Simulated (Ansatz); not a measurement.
Consider La2O3 (space group P-3m1, No. 164).

```
La2O3
1.0
    3.94027     0.00000     0.00000
   -1.97014     3.41238     0.00000
    0.00000     0.00000     6.18799
La O
2 3
Direct
  0.33333   0.66667   0.24739
  0.66667   0.33333   0.75261
  0.00000   0.00000   0.00000
  0.33333   0.66667   0.64528
  0.66667   0.33333   0.35472
```

Computed with plane-wave PAW DFT at the PBE level (Ansatz, an electronic-structure program, 420 eV), no SOC.

One change was made to it. Results:

The band gap rises by 0.035 eV (3.83 eV → 3.87 eV); the gap character becomes indirect, L → K (base: indirect, L → M); the c/a ratio drops by 0.053 to 1.517.

### Question
Which of these changes matches the shifts?
A) pressure 22.5 GPa
B) pressure 9 GPa
C) pressure 0.9 GPa

### Answer
B, pressure 9 GPa. For comparison, the c/a ratio in the other runs: pressure 22.5 GPa gives 1.442; pressure 0.9 GPa gives 1.565.

Load acts through the strain it causes; cell and atoms are relaxed under it. No phonon test of stability was made. No other phases were tried under pressure.
